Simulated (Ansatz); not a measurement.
**3C silicon carbide: the defect Sn on the Si site + C vacancy**

All values below come from PBE, PAW (plane waves to 420 eV; Ansatz, a first-principles code). The supercell holds 64 host sites (2×2×2 repeats of a cell of 8 atoms), with a 2×2×2 shifted k-point sampling for the final energies. Sites at the start: the Si site; C 1.90 Å away. Finite-size correction: monopole term and site-potential alignment. Dielectric constants: PBE linear response of the host. Host gap at this level: 1.37 eV. Finite-size and sampling errors can reach tenths of an eV here. PBE underestimates the host's gap, which shifts levels and can delocalise carriers. Spin–orbit coupling is left out, which matters for these heavy elements. Each state is the lowest found from its start.

The name describes the start; the neighbours show where the atoms ended.

Charges with a result: +2, +1, 0, −1. Others weren't obtained, and one of them could lie lower, also by skipping a charge.

| charge | moment (μB) | largest move off a lattice site (Å) | neighbours of the last Sn atom of the defect at the end (Å) | image correction with alignment (eV) |
|---|---|---|---|---|
| +2 | not spin-polarised | 0.30 | C 2.15, C 2.15, C 2.15, Si 3.02, Si 3.02, Si 3.02 | 0.95 |
| +1* | fractional | 0.39 | C 2.17, C 2.17, C 2.18, Si 2.91, Si 2.92, Si 2.92 | – |
| 0* | not spin-polarised | 0.48 | C 2.20, C 2.20, C 2.24, Si 2.74, Si 2.84, Si 2.84 | – |
| −1* | 1.0 | 0.57 | C 2.25, C 2.25, C 2.27, Si 2.67, Si 2.71, Si 2.71 | – |

* At this level the carrier isn't localised at the defect: at charge +1 electrons occupy the conduction band; at charge 0 electrons occupy the conduction band; at charge −1 electrons occupy the conduction band. Such a state is shallow or no state of the defect, and this cell gives it no level.

Starting moments that weren't kept: charge +1 began with 1 μB and ended with 0.5.

All states together cost around 40 core-minutes (rough).
